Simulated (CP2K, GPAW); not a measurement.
A CP2K input for a self-consistent single point of HfBRh₃ (Pm-3m, 5 atoms in the cell) (DFT LDA (Pade form), GPW, DZVP-MOLOPT-SR-GTH basis, GTH-PADE potentials (GTH_POTENTIALS)):

```
&GLOBAL
  PROJECT hfbrh3
  RUN_TYPE ENERGY_FORCE
  PRINT_LEVEL LOW
&END GLOBAL
&FORCE_EVAL
  METHOD Quickstep
  STRESS_TENSOR ANALYTICAL
  &DFT
    BASIS_SET_FILE_NAME BASIS_MOLOPT
    POTENTIAL_FILE_NAME GTH_POTENTIALS
    &QS
      METHOD GPW
      EPS_DEFAULT 1E-10
    &END QS
    &MGRID
      CUTOFF 500
      REL_CUTOFF 50
      NGRIDS 5
    &END MGRID
    &SCF
      SCF_GUESS ATOMIC
      EPS_SCF 1E-6
      MAX_SCF 100
      ADDED_MOS 11
      &DIAGONALIZATION
        ALGORITHM STANDARD
      &END DIAGONALIZATION
      &MIXING
        METHOD BROYDEN_MIXING
        ALPHA 0.2
        NBUFFER 12
      &END MIXING
      &SMEAR ON
        METHOD GAUSSIAN
        SIGMA [eV] 0.05
      &END SMEAR
    &END SCF
    &KPOINTS
      SCHEME MONKHORST-PACK 6 6 6
      GAMMA_CENTERED T
    &END KPOINTS
    &XC
      &XC_FUNCTIONAL PADE
      &END XC_FUNCTIONAL
    &END XC
    &PRINT
      &MO
        EIGENVALUES T
        OCCUPATION_NUMBERS T
        NDIGITS 8
        FILENAME mo
        &EACH
          QS_SCF 0
        &END EACH
        ADD_LAST NUMERIC
      &END MO
      &MULLIKEN OFF
      &END MULLIKEN
    &END PRINT
  &END DFT
  &SUBSYS
    &CELL
      A 4.09526000 0.00000000 0.00000000
      B 0.00000000 4.09526000 0.00000000
      C 0.00000000 0.00000000 4.09526000
      PERIODIC XYZ
    &END CELL
    &COORD
      SCALED
      Hf       0.00000000     0.00000000     0.00000000
      B        0.50000000     0.50000000     0.50000000
      Rh       0.00000000     0.50000000     0.50000000
      Rh       0.50000000     0.00000000     0.50000000
      Rh       0.50000000     0.50000000     0.00000000
    &END COORD
    &KIND Hf
      BASIS_SET DZVP-MOLOPT-SR-GTH-q12
      POTENTIAL GTH-PADE-q12
    &END KIND
    &KIND B
      BASIS_SET DZVP-MOLOPT-SR-GTH-q3
      POTENTIAL GTH-PADE-q3
    &END KIND
    &KIND Rh
      BASIS_SET DZVP-MOLOPT-SR-GTH-q17
      POTENTIAL GTH-PADE-q17
    &END KIND
  &END SUBSYS
  &PRINT
    &FORCES ON
    &END FORCES
    &STRESS_TENSOR ON
    &END STRESS_TENSOR
  &END PRINT
&END FORCE_EVAL
```

Task: Write the same calculation as an input for GPAW.

Result: One input that does it (others would too):

```python
from ase import Atoms
from ase.units import GPa
from gpaw import GPAW, PW

atoms = Atoms(['Hf', 'B', 'Rh', 'Rh', 'Rh'],
              cell=[[4.095260, 0.000000, 0.000000],
                    [0.000000, 4.095260, 0.000000],
                    [0.000000, 0.000000, 4.095260]],
              positions=[[0.000000, 0.000000, 0.000000],
                         [2.047630, 2.047630, 2.047630],
                         [0.000000, 2.047630, 2.047630],
                         [2.047630, 0.000000, 2.047630],
                         [2.047630, 2.047630, 0.000000]],
              pbc=True)

calc = GPAW(mode=PW(900),
            xc='LDA',
            kpts={'size': (6, 6, 6), 'gamma': True},
            occupations={'name': 'methfessel-paxton', 'width': 0.05, 'order': 0},
            nbands=-13,
            convergence={'forces': 0.001},
            symmetry={'symmorphic': False, 'tolerance': 0.0005},
            maxiter=120)

atoms.calc = calc

energy = atoms.get_potential_energy()
print('Energy (eV):', round(energy, 6))
forces = atoms.get_forces()
print('Forces (eV/Ang):')
print(forces.round(5))
stress = atoms.get_stress()
print('Stress (GPa, Voigt):', (stress / GPa).round(4))
```

Basis, cutoffs, solver keys and any potentials are the target program's own. This input uses DFT LDA (Perdew-Wang 92), plane waves, GPAW PAW datasets LDA (gpaw-data 1.0.1). LDA parametrisations can differ slightly between programs.

The starting cell comes from a database of computed structures (which also holds hypothetical and non-ambient phases and stackings), without a prior relaxation at this level.
